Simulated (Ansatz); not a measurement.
A hypothetical phase is included: elements placed on a structure type, which no database files for this compound.

By PBEsol, the system below comes out a metal.

The ballistic (Sharvin) conductance counts the channels at the Fermi level: G/A = (e²/h) × channels of both spins per area.

Data:

```
Ru
1.0
    2.49008     0.00000     0.00000
    0.00000     2.49008     0.00000
    0.00000     0.00000     2.49008
Ru
1
Cartesian
  0.00000   0.00000   0.00000
```

The cell was relaxed by PBE-D3(BJ); by PBEsol it stands under a pressure of -2.9 GPa.

The current flows along the normal of the first two printed cell vectors, the (001) plane of the conventional cell. No spin-orbit coupling; the value is a mean over 0.1 eV about the Fermi level.

Task: State the ballistic conductance per area according to Ansatz (a quantum-chemistry and plane-wave program) with PBEsol.

Result: 1.9 × 10¹⁵ S/m² for both spins.
